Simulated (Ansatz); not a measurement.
The parent structure is ZnS in the zinc blende structure (space group F-43m, No. 216; a = 5.357 Å). Axes: x, y, z lie along the cube axes.

The values are results of Ansatz (a first-principles code) PBEsol, without spin-orbit coupling, not measurements.

Base values:

Valence-band top at Γ: 0.00, 0.00, 0.00 eV
Band gap: 2.09 eV

Perturbation: tensile biaxial strain of 0.54 % in the plane normal to [110], as in epitaxy on a mismatched substrate; the out-of-plane cell vector and the atoms relax.

### Question
How does this affect the valence-band top at Γ, band gap and in-plane stress?

### Answer
The valence-band top at Γ (three highest levels, from the VBM) changes from 0.00, 0.00, 0.00 eV to 0.00, -0.04, -0.05 eV; the band gap decreases by 0.062 eV to 2.02 eV; the mean in-plane stress (compression positive) comes out as -0.8 GPa.

A biaxial case was relaxed in a doubled cell and then solved in the primitive one. Stability against distortions was not tested.
